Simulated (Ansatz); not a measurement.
# A computed series for HfN: response to strain

Take HfN in the rock salt structure (space group Fm-3m, No. 225; a = 4.502 Å; relaxed with 0.1 eV smearing) as the base. Axes: x, y, z lie along the cube axes.

Strains are applied to the cell and any free atomic positions relax.

All numbers come from Ansatz (a first-principles code) PBEsol, no spin-orbit coupling.

Notes on the quantities. energy relative to the base: free energy F; pressure: mean of the normal stresses, compression positive.

| variant | shortest interatomic distance | energy relative to the base | pressure |
|---|---|---|---|
| base | 2.251 Å | 0 meV/atom | 0.0 GPa |
| uniaxial strain ε_zz = −3.00 % | 2.183 Å | +23 meV/atom | 9.9 GPa |
| uniaxial strain ε_zz = −2.50 % | 2.195 Å | +16 meV/atom | 8.0 GPa |
| uniaxial strain ε_zz = −1.50 % | 2.217 Å | +5.4 meV/atom | 4.6 GPa |
| uniaxial strain ε_zz = −1.00 % | 2.228 Å | +2.3 meV/atom | 3.0 GPa |
| uniaxial strain ε_zz = −0.50 % | 2.240 Å | +0.6 meV/atom | 1.5 GPa |
| uniaxial strain ε_zz = +1.00 % | 2.251 Å | ? | ? |
| uniaxial strain ε_zz = +2.00 % | 2.251 Å | +8.3 meV/atom | -5.1 GPa |
| uniaxial strain ε_zz = +2.50 % | 2.251 Å | +13 meV/atom | -6.3 GPa |
| uniaxial strain ε_zz = +3.00 % | 2.251 Å | +18 meV/atom | -7.4 GPa |

Complete the table.


- uniaxial strain ε_zz = +1.00 %, energy relative to the base: +2.2 meV/atom
- uniaxial strain ε_zz = +1.00 %, pressure: -2.7 GPa

Whether these cells are dynamically stable was not tested. The final runs are not spin-polarised. An odd electron count without spin: HfN.
